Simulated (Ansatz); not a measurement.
The starting structures come from a database of crystals and need not be the phases stable at ambient conditions.

The decay constant κ of evanescent states in the gap governs leakage through a thin film.

Given:

```
PbO3Te
1.0
    5.34944     0.00000     0.00000
    0.00000    12.00230     0.00000
    0.00000     0.00000     5.34944
Te Pb O
4 4 12
Direct
  0.74267   0.51184   0.25318
  0.74682   0.26184   0.74267
  0.25733   0.01184   0.74682
  0.25318   0.76184   0.25733
  0.75585   0.74745   0.75152
  0.24848   0.49745   0.75585
  0.24415   0.24745   0.24848
  0.75152   0.99745   0.24415
  0.97832   0.41169   0.39602
  0.60398   0.16169   0.97832
  0.02168   0.91169   0.60398
  0.39602   0.66169   0.02168
  0.87850   0.15352   0.52139
  0.47861   0.90352   0.87850
  0.12150   0.65352   0.47861
  0.52139   0.40352   0.12150
  0.93518   0.80029   0.11854
  0.88146   0.55029   0.93518
  0.06482   0.30029   0.88146
  0.11854   0.05029   0.06482
```

Space group of this cell: P4_1. The cell was relaxed by PBE-D3(BJ); by r2SCAN its mean pressure is -2.1 GPa.

Transport runs along the normal of the first two printed cell vectors, the (100) plane of the conventional cell.

The gap is the functional's own. No spin-orbit coupling. Mid-gap values are interpolated on the energy grid.

Problem. Give the band gap and the smallest decay constant κ at mid-gap that Ansatz (a quantum-chemistry and plane-wave program) with r2SCAN yields.

Solution. Gap 3.05 eV on a 6×4×6 mesh; κ = 0.338 1/Å, at (0.500, 0.000) of the in-plane reciprocal vectors. At the zone centre, at the nearest computed energy, the slowest state has κ = 0.39 1/Å.
